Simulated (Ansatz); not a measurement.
# PbO (space group P4/nmm, No. 129)

```cif
data_O2Pb2
_chemical_formula_sum 'Pb2 O2'
_space_group_name_H-M_alt 'P 1'
_space_group_IT_number 1
_cell_length_a 3.96959
_cell_length_b 3.96959
_cell_length_c 4.70543
_cell_angle_alpha 90.000
_cell_angle_beta 90.000
_cell_angle_gamma 90.000
loop_
_space_group_symop_operation_xyz
  'x, y, z'
loop_
_atom_site_label
_atom_site_type_symbol
_atom_site_fract_x
_atom_site_fract_y
_atom_site_fract_z
_atom_site_occupancy
Pb1 Pb 0.50000 0.00000 0.74936 1
Pb2 Pb 0.00000 0.50000 0.25064 1
O1 O 0.50000 0.50000 0.00000 1
O2 O 0.00000 0.00000 0.00000 1
```

Method: PBEsol-D3(BJ)/PAW in Ansatz (a program for electronic structure), scalar-relativistic without spin-orbit coupling. Γ-centred 8×8×7 mesh, Fermi–Dirac width 0.05 eV.

```yaml
volume_per_atom: 18.54 Å³
density: 10.00 g/cm³
band_gap: 0.90 eV, indirect, M–Γ (79 % along) → M
total_energy: -6157.967 eV/atom (σ→0; compares only within this code and set-up)
```

Spin-orbit coupling, missing from the scalar runs, can matter with Pb. No phonon test of stability was made.
